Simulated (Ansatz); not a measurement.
The parent structure is Ru in the hcp (Mg type) structure (space group P6_3/mmc, No. 194; a = 2.704 Å, c = 4.263 Å; relaxed with 0.1 eV smearing).

Computed with r2SCAN (Ansatz, a first-principles code, PAW, without spin-orbit coupling).

For the base:

| Property | Result |
|---|---|
| Band gap | zero |
| Pressure | 0.0 GPa |

It is then changed as follows: the cell is scaled by 0.9750 in all directions; the atoms relax in the strained cell.

### Question
What does the calculation give for the energy relative to the base, band gap and pressure after the change?

### Answer
The energy grows by 88 meV/atom; the band gap is still zero; the pressure (mean of the normal stresses, compression positive) goes from zero to 30.7 GPa.

Whether these cells are dynamically stable was not tested. All final runs are without spin polarisation.
